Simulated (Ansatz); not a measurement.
The parent structure is BiB in the zinc blende structure (space group F-43m, No. 216; a = 5.456 Å; a hypothetical phase, not in the database extracts checked).

The change: the cell is scaled by 0.9916 in all directions; the atoms relax in the strained cell.

Levels (all Ansatz, a first-principles code, PAW): PBEsol (420 eV, spin-orbit coupling left out); r2SCAN (500 eV, no spin-orbit coupling); HSE06 (420 eV, no SOC).

One geometry, relaxed with PBEsol, under each level:

Notes on the quantities. hole mass: degenerate bands, along [100].

```tsv
level	band gap	lowest conduction level above the VBM at special points	electron mass	hole mass	pressure
PBEsol	0.55 eV	L 0.55 eV; Γ 0.63 eV; X 0.79 eV; U 1.24 eV	2.6 mₑ along k, 0.11 mₑ across (at L)	0.046, 0.22, 0.22 mₑ (at Γ)	2.19 GPa
r2SCAN	0.70 eV	L 0.70 eV; Γ 0.73 eV; X 0.98 eV; U 1.48 eV	2.5 mₑ along k, 0.11 mₑ across (at L)	0.046, 0.20, 0.20 mₑ (at Γ)	3.93 GPa
HSE06	[?]	[?]	–	–	–
```

Problem. Give the withheld HSE06 results.

Solution. 
- HSE06, band gap: 1.12 eV
- HSE06, lowest conduction level above the VBM at special points: L 1.12 eV; Γ 1.27 eV; X 1.29 eV

Single points use the geometry relaxed with PBEsol. Their cutoffs differ, which shifts pressures a little. The hybrid gap comes from the SCF mesh plus the semilocal run's edge points and a few special points and is an upper bound. With Bi present, leaving out spin-orbit coupling can change the band edges. Effective masses come from finite differences of ±0.01 Å⁻¹. Along k means along the line from Γ to the band edge. Stability against distortions was not tested.
